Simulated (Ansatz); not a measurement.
Carrier properties of InP (I-4m2)

Consider the following.

```yaml
crystal:
  lattice:
    - [0.00000, 2.90723, 2.97419]
    - [2.90723, 0.00000, 2.97419]
    - [2.90723, 2.90723, 0.00000]
  atoms:
    - { symbol: In, position: [0.00000, 0.00000, 0.00000] }
    - { symbol: P, position: [0.25000, 0.25000, 0.25000] }
```

All values below come from r2SCAN with spin-orbit coupling, rigid bands (plane waves, PAW; Ansatz, an electronic-structure program). Condition of this run: biaxial stress in (001) of 1 GPa (compression positive) (the target of the relaxation). Geometry: cell and atoms relaxed with PBEsol, then loaded as said.

```yaml
band_gap: 1.11 eV
electron conductivity mass (300 K, dilute): 0.092 (x), 0.092 (y), 0.095 (z) mₑ
hole conductivity mass (300 K, dilute): 0.44 (x), 0.44 (y), 0.57 (z) mₑ
effective density of states N_c (300 K): 6.6e17 cm⁻³
effective density of states N_v (300 K): 1.2e19 cm⁻³
density_of_states_mass_electrons: 0.088 mₑ
density_of_states_mass_holes: 0.61 mₑ
Seebeck coefficient, n-type 1e19 cm⁻³, 300 K: -60 μV/K
Seebeck coefficient, p-type 1e19 cm⁻³, 300 K: 292 μV/K
best p-type power factor at 300 K for τ = 10 fs (best axis; densities from 1e16 to 1e21 cm⁻³ tried, whether or not they can be reached): 12.6 μW/(cm·K²) at 3e20 cm⁻³
```

Rigid bands; masses and Seebeck coefficients take one relaxation time τ for all states and one kind of carrier; polarons and phonon drag are left out. Geometry: cell and atoms relaxed with PBEsol.
